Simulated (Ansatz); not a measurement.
Given:

End structure of the (111) surface of fcc Pb in its 1x1 cell, outermost plane spacing 2.91 Å in the ideal cut:

```
CELL_PARAMETERS angstrom
      3.56286     0.00000     0.00000
     -1.78143     3.08553     0.00000
      0.00000     0.00000    25.00000
ATOMIC_POSITIONS crystal
  Pb 0.33333 0.66667 0.32888
  Pb 0.66667 0.33333 0.44005
  Pb 0.00000 0.00000 0.55995
  Pb 0.33333 0.66667 0.67112
```

Model: 4-atom slab, 8.7 Å thick at the start (thin: gaps and levels are the slab's own), 12x12x1 mesh, Fermi-Dirac 0.1 eV, dipole correction, all atoms relaxed; held to the start's symmetry, so lower structures may exist; no spin, no spin-orbit, no U.

Task: Estimate the work function of the top face that PBE run with Ansatz (a quantum-chemistry and plane-wave program) returns for this input.

Result: 3.84 eV

Task: Estimate the surface energy (mean of both faces) that PBE returns for this input.

Result: 0.24 J/m²
